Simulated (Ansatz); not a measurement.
Take CdS in the zinc blende structure (space group F-43m, No. 216; a = 5.8791 Å) as the base. Axes: x, y, z lie along the cube axes.

The values are results of Ansatz (an electronic-structure program), r2SCAN, PAW, cutoff 500 eV, scalar-relativistic without spin-orbit coupling, earlier PAW set, not measurements.

Base values:

| Property | Result |
|---|---|
| Valence-band top at Γ | 0.00, 0.00, 0.00 eV |

One thing is altered: a free-standing slab of 3 layers (6 atoms, 2 a layer) is cut normal to [110], with 15 Å of vacuum and the in-plane cell held at bulk.

**Question.** Estimate the effect on the excess energy per area of both faces, gap character and valence-band top at Γ.

**Answer.** The excess energy per area of both faces (slab less bulk energy over the cell's area: twice a surface energy) amounts to 0.99 J/m²; the gap character comes out as direct at Γ; the valence-band top at Γ (three highest levels, from the VBM) goes from 0.00, 0.00, 0.00 eV to 0.00, -0.38, -0.39 eV.

Slab and bulk use different k-meshes, which limits the precision of the excess energy. No phonon test of stability was made. Labels are those of the standard path for the cell's own space group.
